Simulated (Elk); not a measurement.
Worked example: self-consistent single point of CuTe (Pmmn, 4 atoms in the cell) in Elk.

Computed with LDA (PW92), all-electron FP-LAPW, Elk's shipped species files, APW+lo basis with extra local orbitals run with Elk.

The change in words: lattice scaled by 0.98. Reference geometry:
```xyz
4
Lattice="3.1974 0.0000 0.0000 0.0000 3.9458 0.0000 0.0000 0.0000 7.2194" Properties=species:S:1:pos:R:3 pbc="T T T"
Cu     0.0000     1.9729     3.3541
Cu     1.5987     0.0000     3.8654
Te     0.0000     0.0000     1.7199
Te     1.5987     1.9729     5.4995
```

Reference input (self-consistent single point, DFT, LDA (PW92), all-electron FP-LAPW, Elk's shipped species files, APW+lo basis with extra local orbitals): rgkmax = 7.5; stype = 0; swidth = 0.00499791 Ha; ngridk = 7 6 3; gmaxvr = 16 1/bohr; nxlo = 2; lorbcnd = true; rmtscf = 0.91; lmaxi = 2; maxscl = 100. This run's input differs from it in these lines:

```diff
@@ -31,5 +31,5 @@
 avec
-    6.0422707821    0.0000000000    0.0000000000
-    0.0000000000    7.4564038638    0.0000000000
-    0.0000000000    0.0000000000   13.6427322478
+    5.9214246862    0.0000000000    0.0000000000
+    0.0000000000    7.3072761267    0.0000000000
+    0.0000000000    0.0000000000   13.3698784721
```

Output (repeated stretches shortened):

```
│ Self-consistent loop started │
│ Loop number : 1 │
 total energy                :     -16870.6033856
│ Loop number : 2 │
 total energy                :     -16872.7483775
RMS change in Kohn-Sham potential (target) :   0.3602239436     (  0.1000000000E-05)
Absolute change in total energy (target)   :    2.144991869     (  0.1000000000E-03)
│ Loop number : 3 │
 total energy                :     -16884.9592304
RMS change in Kohn-Sham potential (target) :   0.1620528685     (  0.1000000000E-05)
Absolute change in total energy (target)   :    12.74710089     (  0.1000000000E-03)
│ Loop number : 4 │
   [... lines left out ...]
Absolute change in total energy (target)   :   0.1072071940E-02 (  0.1000000000E-03)
│ Loop number : 15 │
 total energy                :     -16887.5507869
RMS change in Kohn-Sham potential (target) :   0.5023887804E-06 (  0.1000000000E-05)
Absolute change in total energy (target)   :   0.1884593257E-03 (  0.1000000000E-03)
│ Loop number : 16 │
 total energy                :     -16887.5507876
RMS change in Kohn-Sham potential (target) :   0.2221695368E-06 (  0.1000000000E-05)
Absolute change in total energy (target)   :   0.4787456055E-04 (  0.1000000000E-03)
Convergence targets achieved

│ Loop number : 17 │

Energies :
 Fermi                       :     0.246845466616
 total energy                :     -16887.5507925

Density of states at Fermi energy :    46.47928583
 (states/Hartree/unit cell)

Estimated indirect band gap :   0.2087957384E-02
 from k-point     24 to k-point     22
Estimated direct band gap   :   0.1911293613E-01
 at k-point     18

Charges :
 core                        :    96.00000000
 valence                     :    66.00000000
 interstitial                :    7.677028130
 muffin-tins (core leakage)
  species :    1 (Cu)
   atom    1                 :    27.88150055     (  0.5590997932E-03)
   atom    2                 :    27.88150055     (  0.5590997932E-03)
  species :    2 (Te)
   atom    1                 :    49.27998539     (  0.1508500684E-02)
   atom    2                 :    49.27998539     (  0.1508500684E-02)
 total in muffin-tins        :    154.3229719
 total calculated charge     :    161.9844861
 total charge                :    162.0000000
 error                       :   0.1551393855E-01

│ Self-consistent loop stopped │
```

The run converged in 17 iterations. The count includes the last loop, which Elk runs after its targets are met. Against the reference run the total energy rises by 2.1 meV/atom.

The starting cell comes from a database of computed structures (which also holds hypothetical and non-ambient phases and stackings), without a prior relaxation at this level. Its lattice was rescaled by a random factor within 2.5 % of one. For this run, on top of that: lattice scaled by 0.98. Spin-orbit coupling is off. Spin polarisation is off. Values depend on the basis (sphere radii, cutoffs, local orbitals), which need not be converged. The run gives no clean gap (levels at the Fermi energy touch, overlap or are partly filled at this smearing), which alone does not show that the compound is a metal. The log's line on a gap gives a spacing of levels on this mesh, which the program prints for metals too.

Cost on one core of a shared machine: roughly 90 s.
